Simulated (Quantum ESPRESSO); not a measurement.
## Habitual settings against a tight run: HfCuGe2 (P4/nmm, 8 atoms in the cell)

Self-consistent single point.

```
CELL_PARAMETERS angstrom
      3.80246     0.00000     0.00000
      0.00000     3.80246     0.00000
      0.00000     0.00000     9.16561
ATOMIC_POSITIONS crystal
  Hf 0.00000 0.50000 0.76321
  Hf 0.50000 0.00000 0.23679
  Cu 0.50000 0.50000 0.50000
  Cu 0.00000 0.00000 0.50000
  Ge 0.50000 0.50000 0.00000
  Ge 0.00000 0.00000 0.00000
  Ge 0.00000 0.50000 0.32605
  Ge 0.50000 0.00000 0.67395
```

Method: LDA (PZ), PSlibrary PAW (LDA) pseudopotentials (plane waves; Quantum ESPRESSO).

Base settings: ecutwfc = 55 Ry; ecutrho = 330 Ry; occupations = smearing; smearing = methfessel-paxton; degauss = 0.0073499 Ry; K_POINTS = automatic 6 6 3 0 0 0; conv_thr = 1e-11 Ry; mixing_beta = 0.3.

Tight run (finer mesh or higher cutoff; not a proven limit): ecutwfc: 55 Ry → 77 Ry; ecutrho: 330 Ry → 462 Ry; conv_thr: 1e-11 Ry → 7.3e-11 Ry; K_POINTS: automatic 6 6 3 0 0 0 → automatic 9 9 5 0 0 0. It gave Fermi level (on the code's own zero) 11.23 eV; pressure -9.28 GPa; largest force (vector length) 0.137 eV/Å.

Quick runs, as changes from the base:
- A: the base itself
- B: ecutwfc: 55 Ry → 44 Ry; ecutrho: 330 Ry → 264 Ry; conv_thr: 1e-11 Ry → 7.3e-05 Ry; K_POINTS: automatic 6 6 3 0 0 0 → automatic 2 2 2 0 0 0
- C: ecutwfc: 55 Ry → 28 Ry; ecutrho: 330 Ry → 168 Ry; conv_thr: 1e-11 Ry → 7.3e-06 Ry; pseudopotentials: {Hf: Hf.pz-spn-kjpaw_psl.1.0.0.UPF, Cu: Cu.pz-dn-kjpaw_psl.1.0.0.UPF, Ge: Ge.pz-n-kjpaw_psl.1.0.0.UPF} → {Hf: Hf.pbe-spn-kjpaw_psl.1.0.0.UPF, Cu: Cu.pbe-dn-kjpaw_psl.1.0.0.UPF, Ge: Ge.pbe-n-kjpaw_psl.1.0.0.UPF}; K_POINTS: automatic 6 6 3 0 0 0 → automatic 2 2 2 0 0 0; input_dft: default → pbesol [PBEsol]
- D: ecutwfc: 55 Ry → 28 Ry; ecutrho: 330 Ry → 168 Ry; smearing: methfessel-paxton → gaussian; degauss: 0.0073499 Ry → 0.036749 Ry; pseudopotentials: {Hf: Hf.pz-spn-kjpaw_psl.1.0.0.UPF, Cu: Cu.pz-dn-kjpaw_psl.1.0.0.UPF, Ge: Ge.pz-n-kjpaw_psl.1.0.0.UPF} → {Hf: Hf.pbe-spn-kjpaw_psl.1.0.0.UPF, Cu: Cu.pbe-dn-kjpaw_psl.1.0.0.UPF, Ge: Ge.pbe-n-kjpaw_psl.1.0.0.UPF}; K_POINTS: automatic 6 6 3 0 0 0 → automatic 4 4 4 0 0 0; input_dft: default → pbesol [PBEsol]

Energies are extrapolated to zero smearing width, which holds to low order in the width alone (under cold and Methfessel-Paxton smearing the free energy itself is taken).

Dashes: pressure of B, C, not trusted under this conv_thr with d or f elements; energy of C, D, another energy zero; time of C, under 30 s.

† marks runs with another functional, U, potentials or spin treatment: their distance from the tight run is not a convergence error alone.

The count of work is k-points × plane waves × bands × iterations; it is no time. Core times come from one kind of shared machine and are given to one figure; runs under 30 s give none.

The starting cell comes from a database of computed structures (which also holds hypothetical and non-ambient phases and stackings), without a prior relaxation at this level. Its lattice was rescaled by a random factor within 2.5 % of one. Spin polarisation is off. In the base run, with a pressure of about -9 GPa the cell is away from its equilibrium volume at this level.

| run | energy less tight (meV/atom) | pressure less tight (GPa) | largest miss in a force vector (eV/Å) | count of work / tight | core time / tight (rough) |
|---|---|---|---|---|---|
| A | 1.9 | -0.04 | 0.084 | 0.29 | 0.2 |
| B | 160.9 | – | 0.249 | 0.033 | 0.07 |
| C† | – | – | 0.246 | 0.017 | – |
| D† | – | -9.42 | 0.137 | 0.099 | 0.2 |

Among the runs at the tight run's level, the energy misses run from 1.9 to 160.9 meV/atom.

Left out of this page: 2 runs of the series outside the window shown, repeating another row's setting, or not comparable.
